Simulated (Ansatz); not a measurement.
The starting structures come from a database of crystals and need not be the phases stable at ambient conditions.

Consider the following.

```xyz
20
Lattice="6.2823 0.0000 0.0000 0.0000 6.5671 0.0000 -0.2278 0.0000 8.9185" Properties=species:S:1:pos:R:3 pbc="T T T"
K      2.8465     6.1972     6.7500
K      3.2080     0.3699     2.1685
K     -0.0471     2.9137     6.6278
K      6.1016     3.6534     2.2907
K     -0.1139     0.0000     4.4593
K      3.1412     3.2835     0.0000
Y      3.0272     3.2835     4.4593
Y      0.0000     0.0000     0.0000
F      0.7044     6.1510     2.0145
F      5.3501     0.4161     6.9040
F      2.3229     2.8674     2.4447
F      3.7316     3.6996     6.4738
F      0.8668     4.8058     8.2363
F      5.1877     1.7612     0.6823
F      1.9326     1.5223     5.1415
F      4.1219     5.0447     3.7770
F      4.8012     2.1175     4.0144
F      1.2532     4.4495     4.9041
F      4.5083     5.4011     0.4449
F      1.5462     1.1660     8.4737
```

The cell is taken as given.

Transport runs along the normal of the first two printed cell vectors.

The gap is the functional's own, uncorrected, and κ follows it; spin-orbit coupling is left out. Mid-gap means the computed energy nearest the middle.

Task: Predict the band gap and the smallest decay constant κ at mid-gap from r2SCAN in Ansatz (a quantum-chemistry and plane-wave program).

Result: Gap 7.44 eV on a 6×6×4 mesh; κ = 0.551 1/Å, at the zone centre.
